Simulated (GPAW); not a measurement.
GPAW run on Cr₃Ge (Pm-3n, 8 atoms in the cell): self-consistent single point.

Computed with PBEsol, GPAW PAW datasets PBEsol (made by gpaw-setup) (plane waves; GPAW).

The change in words: lattice scaled by 0.98. Reference geometry:
```yaml
crystal:
  lattice:
    - [4.54985, 0.00000, 0.00000]
    - [0.00000, 4.54985, 0.00000]
    - [0.00000, 0.00000, 4.54985]
  atoms:
    - { symbol: Cr, position: [0.25000, 0.00000, 0.50000] }
    - { symbol: Cr, position: [0.75000, 0.00000, 0.50000] }
    - { symbol: Cr, position: [0.50000, 0.75000, 0.00000] }
    - { symbol: Cr, position: [0.50000, 0.25000, 0.00000] }
    - { symbol: Cr, position: [0.00000, 0.50000, 0.75000] }
    - { symbol: Cr, position: [0.00000, 0.50000, 0.25000] }
    - { symbol: Ge, position: [0.00000, 0.00000, 0.00000] }
    - { symbol: Ge, position: [0.50000, 0.50000, 0.50000] }
```

Reference input (self-consistent single point, DFT PBEsol, plane waves, GPAW PAW datasets PBEsol (made by gpaw-setup)): mode = pw; ecut = 850 eV; xc = PBEsol; kpts = 5 5 5; mesh shift (steps) = 0 0 0; occupations.name = methfessel-paxton; occupations.width = 0.272 eV; occupations.order = 0; nbands = -12; convergence.density = 1e-05 e/electron; convergence.energy = 1e-05 eV/electron; symmetry.symmorphic = false. This run's input differs from it in these lines:

```diff
@@ -5,5 +5,5 @@
 atoms = Atoms(['Cr', 'Cr', 'Cr', 'Cr', 'Cr', 'Cr', 'Ge', 'Ge'],
-              cell=[[4.549845, 0.000000, 0.000000],
-                    [0.000000, 4.549845, 0.000000],
-                    [0.000000, 0.000000, 4.549845]],
+              cell=[[4.458848, 0.000000, 0.000000],
+                    [0.000000, 4.458848, 0.000000],
+                    [0.000000, 0.000000, 4.458848]],
               scaled_positions=[[0.250000, 0.000000, 0.500000],
```

Output (repeated stretches shortened):

```
     iter     time        total  log10-change:
                         energy   eigst   dens
iter:   1 --:--:--   -81.774625
iter:   2 --:--:--   -79.681913   -0.45  -0.84
iter:   3 --:--:--   -72.292521   +0.49  -0.85
iter:   4 --:--:--   -73.385325   -0.48  -1.40
iter:   5 --:--:--   -78.973858   +0.52  -1.12
   [... 12 lines left out ...]
iter:  18 --:--:--   -71.855175   -2.46  -2.58
iter:  19 --:--:--   -71.855138   -3.51  -3.01
iter:  20 --:--:--   -71.854352   -3.54  -2.98
iter:  21 --:--:--   -71.854315   -4.79  -3.27
iter:  22 --:--:--   -71.854142c  -3.66  -3.39
iter:  23 --:--:--   -71.853995c  -3.63  -3.07
iter:  24 --:--:--   -71.853854c  -5.18  -3.40
iter:  25 --:--:--   -71.853835c  -5.56  -3.59
iter:  26 --:--:--   -71.854004c  -4.32  -3.60
   [... 5 lines left out ...]
iter:  32 --:--:--   -71.853784c  -6.35  -4.41
iter:  33 --:--:--   -71.853778c  -6.94  -4.36
iter:  34 --:--:--   -71.853779c  -7.38  -4.53
iter:  35 --:--:--   -71.853775c  -7.23  -4.54
iter:  36 --:--:--   -71.853773c  -7.44c -5.19c
Converged after 36 iterations.

Dipole moment: (-0.000000, 0.000000, 0.000000) |e|*Ang

Energy contributions relative to reference atoms: (reference = -285430.264543)

Kinetic:         +8.482958
Potential:      -24.948339
External:        +0.000000
XC:             -56.713255
Entropy (-ST):   -0.200824
Local:           +1.425274
SIC:             +0.000000
--------------------------
Free energy:    -71.954186
Extrapolated:   -71.853773

Showing only first 2 kpts
 Kpt  Band  Eigenvalues  Occupancy
  0    20     13.43925    0.00036
  0    21     13.43925    0.00036
  0    22     13.43925    0.00036
  0    23     14.16004    0.00000

  1    20     13.15017    0.03892
  1    21     13.36492    0.00146
  1    22     13.36492    0.00146
  1    23     13.88950    0.00000

Fermi level: 12.75300

No gap
   [... lines left out ...]
  2 Cr   -0.00000   -0.00000    0.00000
  3 Cr    0.00000   -0.00000    0.00000
  4 Cr    0.00000   -0.00000    0.00000
  5 Cr    0.00000    0.00000    0.00000
  6 Ge    0.00000    0.00000    0.00000
  7 Ge   -0.00000    0.00000    0.00000

Stress tensor:
    -0.085904     0.000000     0.000000
     0.000000    -0.085904     0.000000
     0.000000     0.000000    -0.085904
Stress (GPa, Voigt): [-13.7633 -13.7633 -13.7633   0.       0.       0.    ]
```

The run converged in 36 iterations. GPAW prints stress with tension positive. Against the reference run the free energy rises by 22.7 meV/atom and the pressure goes from -2.76 to 13.76 GPa.

The starting cell comes from a database of computed structures (which also holds hypothetical and non-ambient phases and stackings), without a prior relaxation at this level. Its lattice was rescaled by a random factor within 2.5 % of one. For this run, on top of that: lattice scaled by 0.98. Spin polarisation is off. With a pressure of about 14 GPa the cell is away from its equilibrium volume at this level.

Cost on one core of a shared machine: roughly 90 s.
